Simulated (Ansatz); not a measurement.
Troubleshooting Ansatz (a first-principles code): a failed run on Ca2PbAu2 (P1, 10 atoms in the cell). The aim is a self-consistent single point with DFT, PBEsol, plane waves, default PAW files made with PBE.

Cell that was meant: a = 8.0380 Å, b = 8.0380 Å, c = 3.8254 Å, α = 90.00°, β = 90.00°, γ = 90.00°.

Part of the input:

Ansatz 0.2 input:
```yaml
scf:
  occupations: { method: cold, width: 0.272 eV }
output:
  force: true
  eigenvalues: true
  stress: true
```

The program printed (abridged):

```
Error: YAML parse error: error: line 27 column 3: unknown field `force`, expected one of write_density, write_potential, write_potential_components, volumetric_format, write_bands, fatbands, populations, hubbard, elf, band_densities, bader, dos, optics, efg, charged_corrections, wannier, polarization, topological_invariants, transmission, current_voltage, crpa, pair_interaction, rpa_energy, embedding, core_levels, xc_energy_on_converged_density, boltztrap, local_orbitals, orbitals, eigenstates, states_by_energy, atomic_orbital_hamiltonian, active_space, given_orbital_levels, support_matrices, forces, stress, cutoff_correction, eigenvalues, band_residual_tolerance, publish_guard_bands
  --> <input>:27:3
   |
25 |   occupations: { method: cold, width: 0.272 eV }
26 | output:
27 |   force: true
   |   ^ unknown field `force`, expected one of write_density, write_potential, write_potential_components, volumetric_format, write_bands, fatbands, [...]
28 |   eigenvalues: true
29 |   stress: true
   |
```

Read the log: what does the program object to, and what is the fix?

The program does not know the word force. To fix it, write forces. The program stopped before any SCF iteration.

The sound input it was made from differs as follows (other fixes are possible):
```diff
-  force: true
+  forces: true
```

With that input, the run converged in 8 iterations: free energy E − TS (on the zero of these files) -82719.5686 eV; Fermi level (on the code's own zero) 11.75 eV; pressure -0.42 GPa; largest force (vector length) 0.707 eV/Å (DFT, PBEsol, plane waves, default PAW files made with PBE).

On the sound input: the starting cell comes from a database of published, mostly measured structures (it also holds non-ambient and calculated ones), without a prior relaxation at this level. Its atoms were displaced at random from the sites of space group no. 127. Ansatz's pressure includes its estimate of the finite-basis (Pulay) stress. Without a gap this mesh is coarse (it stands for a supercell whose shortest vector is 16 Å).
